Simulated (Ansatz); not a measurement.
Band structure of W (Im-3m, 1 atom in the cell).

```yaml
crystal:
  lattice:
    - [-1.54587, 1.54587, 1.54587]
    - [1.54587, -1.54587, 1.54587]
    - [1.54587, 1.54587, -1.54587]
  atoms:
    - { symbol: W, position: [0.00000, 0.00000, 0.00000] }
```

Method: PBE, PAW files (plane waves; Ansatz, an electronic-structure program).

Settings: kpoints.mp_grid.grid = 12 12 12; hamiltonian.xc = pbe; hamiltonian.pseudopotentials = {kind: paw} (an earlier, softer set of the program's PAW files); scf.occupations.method = fermi_dirac; scf.occupations.width = 0.1 eV; kpoints.band_path.npoints = 8.

The starting cell has typed, rounded lattice constants, without a prior relaxation at this level. Its lattice was rescaled by a random factor within 2.5 % of one. Spin-orbit coupling is off. Spin polarisation is off.

Levels in eV from the Fermi level, bands 4 to 10:
```
point       4       5      6      7      8     9    10
-----  ------  ------  -----  -----  -----  ----  ----
Γ      -37.47  -10.01  -1.34  -1.34  -1.34  2.44  2.44
H      -38.59   -6.41  -6.41   5.72   5.72  5.72  8.86
N      -37.48   -6.73  -3.91   0.99   2.39  3.46  6.84
P      -38.30   -3.10  -3.10  -3.10   3.66  3.66  7.37
```

Bands cross the Fermi level along this path, so the cell is metallic at this level.

Keys are those of Ansatz 0.2.
